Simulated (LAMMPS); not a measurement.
LAMMPS 22 Jul 2025, classical MD, Tersoff (SiC.tersoff): SiC, 5832 atoms.

```
Property                                                                                           Value
-----------------------------------------------  -------------------------------------------------------
task                                                                                             MD, nve
potential                                                                           Tersoff, SiC.tersoff
copies of the repeat unit                                                                          9×9×9
shape (slab and sphere leave vacuum in the box)                                                     bulk
temperature                                                                                        800 K
steps                                                                                               1500
timestep                                                                                            1 fs
neighbor skin                                                                                        2 Å
neigh_modify                                                                   every 1 delay 0 check yes
thermo                                                                                               100
newton                                                                                      on (default)
atom_modify sort (bins of 2 Å where set)                                                  1000 (default)
comm_style                                                                               brick (default)
box                                                                                 39.2 × 39.2 × 39.2 Å
start                                            generated zinc blende lattice, warmed in an untimed run
compared values                                  energy and forces of the first step, drift over the run
```

Hardware: Arm Neoverse V2, 96 cores on 1 socket, no SMT, 1 L3 cache group.

Each set of copies ran two to five times on the otherwise empty node; times are medians from launch to the last exit. Processes are pinned to neighbouring cores unless said otherwise. The times hold for this build (PyPI wheel: MPICH, OPENMP and OPT packages). Scratch files lie in a memory file system. A preparatory run goes ahead and isn't timed.

Ways to fill 88 cores (the node offers 329 GiB):
- 8 copies of 11 ranks
- 88 copies of 1 rank
- 88 ranks
- 22 copies of 4 ranks
- 4 copies of 22 ranks
- 2 copies of 44 ranks
- 44 copies of 2 ranks

Question: Many such jobs are to be run on this machine. Which way of sharing its cores gives the most finished jobs an hour?

Answer: 88 copies of 1 rank: 19000 jobs an hour; within 8 % of it: 44 copies of 2 ranks; 22 copies of 4 ranks. At the low end 88 ranks gives 6700. One job is done soonest with 88 ranks (0.53 s against 16 s).

```csv
way,time till all copies end,jobs an hour,"memory in all, scratch files included"
88 copies of 1 rank,16 s,19000,1.3 GiB
44 copies of 2 ranks,8.4 s,19000,1.3 GiB
22 copies of 4 ranks,4.3 s,18000,1.3 GiB
8 copies of 11 ranks,1.9 s,15000,1.2 GiB
4 copies of 22 ranks,1.1 s,13000,1.2 GiB
2 copies of 44 ranks,0.71 s,10000,1.3 GiB
88 ranks,0.53 s,6700,1.3 GiB
```
